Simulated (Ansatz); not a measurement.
SrTiO3: response to strain

Start from SrTiO₃ in the cubic perovskite structure (space group Pm-3m, No. 221).

```xyz
5
Lattice="3.8542 0.0000 0.0000 0.0000 3.8542 0.0000 0.0000 0.0000 3.8542" Properties=species:S:1:pos:R:3 pbc="T T T"
Sr     0.0000     0.0000     0.0000
Ti     1.9271     1.9271     1.9271
O      1.9271     0.0000     1.9271
O      0.0000     1.9271     1.9271
O      1.9271     1.9271     0.0000
```

Cartesian axes are those of the cell as printed.

Strains are applied to the cell and any free atomic positions relax; under biaxial strain the out-of-plane vector relaxes too.

Level of theory: LDA (Ansatz, an electronic-structure program, PAW, spin-orbit coupling left out).

Notes on the quantities. energy relative to the base: free energy F; in-plane stress: mean in-plane stress (compression positive).

```csv
case,band gap,ratio −ε⊥/ε∥,energy relative to the base,in-plane stress
base,1.85 eV,–,0 meV/atom,–
"biaxial strain −2.50 %, plane normal [111], relaxed out of plane",…,…,…,…
"biaxial strain −2.00 %, plane normal [111], relaxed out of plane",1.82 eV,0.71,+12 meV/atom,+8.5 GPa
"biaxial strain −1.50 %, plane normal [111], relaxed out of plane",1.83 eV,0.71,+6.6 meV/atom,+6.3 GPa
"biaxial strain −1.00 %, plane normal [111], relaxed out of plane",1.84 eV,0.70,+2.9 meV/atom,+4.1 GPa
"biaxial strain −0.50 %, plane normal [111], relaxed out of plane",1.85 eV,–,+0.7 meV/atom,+2.0 GPa
```

Task: Fill in the withheld entries from the trend.

Result: 
- biaxial strain −2.50 %, plane normal [111], relaxed out of plane, band gap: 1.80 eV
- biaxial strain −2.50 %, plane normal [111], relaxed out of plane, ratio −ε⊥/ε∥: 0.72
- biaxial strain −2.50 %, plane normal [111], relaxed out of plane, energy relative to the base: +19 meV/atom
- biaxial strain −2.50 %, plane normal [111], relaxed out of plane, in-plane stress: +10.8 GPa

No phonon test of stability was made. All final runs are without spin polarisation. Many cubic perovskites are stable only at high temperature; tilts and polar distortions were not tested.
